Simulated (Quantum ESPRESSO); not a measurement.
Quantum ESPRESSO run on Cd₃Se (I4/mmm, 4 atoms in the cell): self-consistent single point.

Computed with PBEsol, GBRV 1.5 ultrasoft (PBESOL) pseudopotentials (plane waves; Quantum ESPRESSO).

```
CELL_PARAMETERS angstrom
     -2.04095     2.04095     6.08708
      2.04095    -2.04095     6.08708
      2.04095     2.04095    -6.08708
ATOMIC_POSITIONS crystal
  Cd 0.75000 0.25000 0.50000
  Cd 0.25000 0.75000 0.50000
  Cd 0.50000 0.50000 0.00000
  Se 0.00000 0.00000 0.00000
```

Reference input (self-consistent single point, DFT, PBEsol, plane waves, GBRV 1.5 ultrasoft (PBESOL) pseudopotentials): ecutwfc = 40 Ry; ecutrho = 200 Ry; occupations = smearing; smearing = fermi-dirac; degauss = 0.0073499 Ry; potentials = {Cd: cd_pbesol_v1.uspp.F.UPF, Se: se_pbesol_v1.uspp.F.UPF}; K_POINTS = automatic 9 9 9 0 0 0; conv_thr = 1e-10 Ry; mixing_beta = 0.7. This run's input differs from it in these lines:

```diff
@@ -12,4 +12,4 @@
  ntyp = 2
- ecutwfc = 40
- ecutrho = 200
+ ecutwfc = 52
+ ecutrho = 260
  occupations = 'smearing'
```

Output (repeated stretches shortened):

```
     Self-consistent Calculation

     iteration #  1     ecut=    52.00 Ry     beta= 0.70

     Threshold (ethr) on eigenvalues was too large:
     Diagonalizing with lowered threshold

     negative rho (up, down):  6.317E-02 0.000E+00

     total energy              =    -386.60483838 Ry
     estimated scf accuracy    <       0.35982573 Ry

     iteration #  2     ecut=    52.00 Ry     beta= 0.70

     negative rho (up, down):  6.507E-02 0.000E+00

     total energy              =    -386.69172051 Ry
     estimated scf accuracy    <       0.26988363 Ry

     iteration #  3     ecut=    52.00 Ry     beta= 0.70

     negative rho (up, down):  6.538E-02 0.000E+00

     total energy              =    -386.75435064 Ry
     estimated scf accuracy    <       0.04509629 Ry

   [... 6 blocks of this kind left out ...]

     iteration # 10     ecut=    52.00 Ry     beta= 0.70

     negative rho (up, down):  6.582E-02 0.000E+00

     total energy              =    -386.76293910 Ry
     estimated scf accuracy    <          1.0E-09 Ry

     iteration # 11     ecut=    52.00 Ry     beta= 0.70

     negative rho (up, down):  6.582E-02 0.000E+00
     End of self-consistent calculation

     the Fermi energy is     8.0138 ev

!    total energy              =    -386.76293910 Ry
     estimated scf accuracy    <          2.7E-11 Ry
     smearing contrib. (-TS)   =      -0.00259011 Ry
     internal energy E=F+TS    =    -386.76034898 Ry

     convergence has been achieved in  11 iterations

     negative rho (up, down):  6.582E-02 0.000E+00

     Forces acting on atoms (cartesian axes, Ry/au):

     atom    1 type  1   force =    -0.00000000    0.00000000    0.00000000
   [... zero for the other atoms too ...]

     Total force =     0.000000     Total SCF correction =     0.000000

     negative rho (up, down):  6.582E-02 0.000E+00
          total   stress  (Ry/bohr**3)                   (kbar)     P=      -43.92
  -0.00035331   0.00000000   0.00000000          -51.97        0.00        0.00
   0.00000000  -0.00035331   0.00000000            0.00      -51.97        0.00
  -0.00000000  -0.00000000  -0.00018899           -0.00       -0.00      -27.80

   JOB DONE.
```

The run converged in 11 iterations. Against the reference run the free energy drops by 15.6 meV/atom and the pressure goes from -3.89 to -4.39 GPa.

The starting cell comes from a database of computed structures (which also holds hypothetical and non-ambient phases and stackings), without a prior relaxation at this level. The run gives no clean gap (levels at the Fermi energy touch, overlap or are partly filled at this smearing), which alone does not show that the compound is a metal.

Cost on one core of a shared machine: roughly 5 min.
